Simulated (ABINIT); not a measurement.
Worked example: self-consistent single point of HgTe (F-43m, 2 atoms in the cell) in ABINIT.

Level of theory: LDA (PW92), norm-conserving pseudopotentials (PseudoDojo nc-sr-04 LDA standard) (plane waves; ABINIT 10.0.3).

```
HgTe
1.0
    0.00000     3.28846     3.28846
    3.28846     0.00000     3.28846
    3.28846     3.28846     0.00000
Hg Te
1 1
Direct
  0.00000   0.00000   0.00000
  0.25000   0.25000   0.25000
```

Reference input (self-consistent single point, DFT, PBE, plane waves, norm-conserving pseudopotentials (PseudoDojo nc-sr-05 PBE standard)): pseudos = [Hg.upf, Te.upf]; ecut = 82 Ry; ixc = 11; occopt = 3; tsmear = 0.00183747 Ha; ngkpt = 9 9 9; nshiftk = 1; shiftk = 0 0 0; potentials = PseudoDojo nc-sr-05 PBE standard; nband = 24; kptopt = 1; nstep = 50. This run's input differs from it in these lines:

```diff
@@ -1,2 +1,2 @@
-# HgTe, PseudoDojo nc-sr-05 PBE standard
+# HgTe, PseudoDojo nc-sr-04 LDA standard
 pp_dirpath "./"
@@ -16,3 +16,3 @@
 ecut 82 Ry
-ixc 11
+ixc 7
 occopt 3
```

Its files differ too (potentials: PseudoDojo nc-sr-05 PBE standard → PseudoDojo nc-sr-04 LDA standard).

Output (repeated stretches shortened):

```
--- !BeginCycle
solver: {iscf: 7, nstep: 50, nline: 4, wfoptalg: 0, }
tolerances: {tolvrs: 1.00E-11, }
...

     iter   Etot(hartree)      deltaE(h)  residm     vres2
 ETOT  1  -270.93254042486    -2.709E+02 1.049E+00 1.908E+02
 ETOT  2  -271.28173198728    -3.492E-01 2.044E-02 5.951E+01
 ETOT  3  -271.28811027967    -6.378E-03 5.832E-03 6.426E-01
 ETOT  4  -271.28819164615    -8.137E-05 3.218E-03 6.745E-02
 ETOT  5  -271.28820086235    -9.216E-06 1.248E-03 3.934E-03
   [... 2 lines left out ...]
 ETOT  8  -271.28820096206    -2.409E-09 4.428E-04 2.214E-07
 ETOT  9  -271.28820096204     2.780E-11 6.061E-04 1.883E-08
 ETOT 10  -271.28820096207    -3.143E-11 2.431E-04 1.285E-10
 ETOT 11  -271.28820096205     1.705E-11 3.157E-04 7.826E-13
 At SCF step   11       vres2   =  7.83E-13 < tolvrs=  1.00E-11 =>converged.

 Cartesian components of stress tensor (hartree/bohr^3)
  sigma(1 1)=  9.21652568E-05  sigma(3 2)=  0.00000000E+00
  sigma(2 2)=  9.21652568E-05  sigma(3 1)=  0.00000000E+00
  sigma(3 3)=  9.21652568E-05  sigma(2 1)=  0.00000000E+00

 ----iterations are completed or convergence reached----

 reduced coordinates (array xred) for    2 atoms
       0.000000000000      0.000000000000      0.000000000000
       0.250000000000      0.250000000000      0.250000000000
 cartesian forces (eV/Angstrom) at end:
    1     -0.00000000000000    -0.00000000000000    -0.00000000000000
    2     -0.00000000000000    -0.00000000000000    -0.00000000000000
 frms,max,avg= 0.0000000E+00 0.0000000E+00   0.000E+00  0.000E+00  0.000E+00 e/A
   [... lines left out ...]
 Fermi (or HOMO) energy (hartree) =   0.14695   Average Vxc (hartree)=  -0.34736
   [... lines left out ...]
total_energy        : -2.71288200962050E+02
total_energy_eV     : -7.38212737306717E+03
band_energy         : -3.44615680106725E+01
...

-Cartesian components of stress tensor (GPa)         [Pressure= -2.7116E+00 GPa]
- sigma(1 1)=  2.71159502E+00  sigma(3 2)=  0.00000000E+00
- sigma(2 2)=  2.71159502E+00  sigma(3 1)=  0.00000000E+00
- sigma(3 3)=  2.71159502E+00  sigma(2 1)=  0.00000000E+00

 Calculation completed.
```

The run converged in 11 iterations. Against the reference run the pressure goes from 1.17 to -2.71 GPa.

The starting cell has typed, rounded lattice constants, without a prior relaxation at this level. Its lattice was rescaled by a random factor within 2.5 % of one. The run gives no clean gap (levels at the Fermi energy touch, overlap or are partly filled at this smearing), which alone does not show that the compound is a metal.

Cost on one core of a shared machine: roughly 4 min.
